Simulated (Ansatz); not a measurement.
Take TlInTe2 (space group I4/mcm, No. 140; a = 8.4029 Å, c = 7.1326 Å) as the base.

All numbers come from Ansatz (a program for electronic structure), PBEsol, PAW, cutoff 420 eV, scalar-relativistic without spin-orbit coupling.

One change was made to it. Results:

| quantity | base | after |
|---|---|---|
| density | 7.58 g/cm³ | 8.65 g/cm³ |
| band gap | 0.27 eV | zero |
| c/a ratio | 0.849 | 0.869 |

Q: What was done to the base?
(A) pressure 5 GPa
(B) pressure 0.7 GPa
(C) pressure −1 GPa
(D) pressure 10 GPa
(E) pressure 1.5 GPa

A: A, pressure 5 GPa. For comparison, the density in the other runs: pressure −1 GPa gives 7.25 g/cm³; pressure 0.7 GPa gives 7.77 g/cm³; pressure 1.5 GPa gives 7.96 g/cm³; pressure 10 GPa gives 9.41 g/cm³.

The mesh was chosen for an insulator and is coarse for the gapless case. With Te and Tl present, leaving out spin-orbit coupling can change the band edges. Load acts through the strain it causes; cell and atoms are relaxed under it. Whether these cells are dynamically stable was not tested. No other phases were tried under pressure. The final runs are not spin-polarised. Gaps under 0.05 eV, about the width of the smearing, are given as zero. The zero or small gap of TlInTe2 can change with the level of theory.
